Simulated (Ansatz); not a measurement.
**BP: energy against volume**

BP (zinc blende, F-43m, 11.545 Å³/atom and stress up to 0.01 GPa in the relaxed cell, cube axes along x, y and z) under an equal strain ε along all three axes. PBEsol in Ansatz, a plane-wave DFT program (PAW, default set), 420 eV, 13×13×13 Γ-centred mesh, Fermi-Dirac smearing 0.05 eV; ions are relaxed, or left where forces stay under 0.02 eV/Å, within the symmetry of each cell.

Here V stands for volume and E for E less E0.

```csv
volume (Å³/atom),E less E0 (meV/atom),pressure (GPa)
10.8657,23.22,11.50
11.0329,12.88,8.36
11.2018,5.64,5.40
11.3723,1.38,2.62
11.5446,0.00,-0.01
11.7187,1.36,-2.47
11.8945,5.35,-4.79
12.0720,11.88,-6.96
12.2513,20.82,-9.00
12.6151,?,?
```

Fit E of the 9 rows that show it with the third-order Birch-Murnaghan form, a cubic in V^(-2/3). With u = V^(-2/3) - 0.196, the rows have u = 0.007843, 0.005778, 0.003744, 0.001743, -0.000229, -0.002173, -0.004088, -0.005974, -0.007832. Least squares gives E = 0.017 + 162.95·u + 358223·u² - 223575·u³. Residuals (row less fit): -0.002, 0.005, 0.003, -0.008, 0.002, 0.003, -0.003, 0.004, -0.002; standard error 0.006 (degrees of freedom: 5). Its minimum lies at u = -0.000227, so V0 = (0.195773)^(-3/2) = 11.54. There d²E/du² = 716800 and d³E/du³ = -1341000, so B0 = (4/9) × 11.54^(-7/3) × 716800 × 0.160218 = 169 GPa (the last factor turns the table's units into GPa), and B0' = 4 + (2/3) × 0.195773 × (-1341000)/716800 = 3.8. B0' rests on the cubic coefficient alone and has a standard error of 0.1 from these residuals.

Task: Estimate the missing E (V = 12.6151); what did the run itself give?

Result: u = -0.011467, so E = 0.017 + 162.95 × (-0.011467) + 358223 × (-0.011467)² - 223575 × (-0.011467)³ = 45.589 meV/atom. The calculation gives 45.56 meV/atom, 0.029 meV/atom below the prediction (0.1 % of the range of E in the table). The row lies outside the fitted rows, so this is an extrapolation. The scatter of the fitted rows lies at the last printed digit.

Other structures, which can take over under pressure, weren't tried. The same form fitted to the pressure column gives B0' = 3.8; series where the two differ by over 0.4 aren't shown. Rows are the converged runs of the series near zero and its far end, less any whose ions stayed unrelaxed beside relaxed ones; series whose fitted rows scatter by over a few per cent of the range, as at a crossing or softening among them, aren't shown in this form.
